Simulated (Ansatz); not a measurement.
Consider WC (space group P-6m2, No. 187; a = 2.8987 Å, c = 2.8280 Å).

It is then changed as follows: full substitution C → Ge, then cell and atoms are relaxed.

Levels (all Ansatz, a quantum-chemistry and plane-wave program, PAW, earlier PAW set): PBEsol (420 eV, spin-orbit coupling left out); PBEsol+SOC (420 eV, noncollinear with spin-orbit coupling).

The geometry is relaxed with PBEsol.

```
Property           Value
---------------  -------
PBEsol pressure  0.0 GPa
```

**Question.** How does going to PBEsol+SOC change the pressure?

**Answer.** The pressure goes from zero to 0.2 GPa.

Single points use the geometry relaxed with PBEsol. Differences between runs with and without spin-orbit coupling are approximate. Whether these cells are dynamically stable was not tested. As relaxed here, WGe is a hypothetical phase, not in the database extracts checked. The runs without spin-orbit coupling are not spin-polarised.
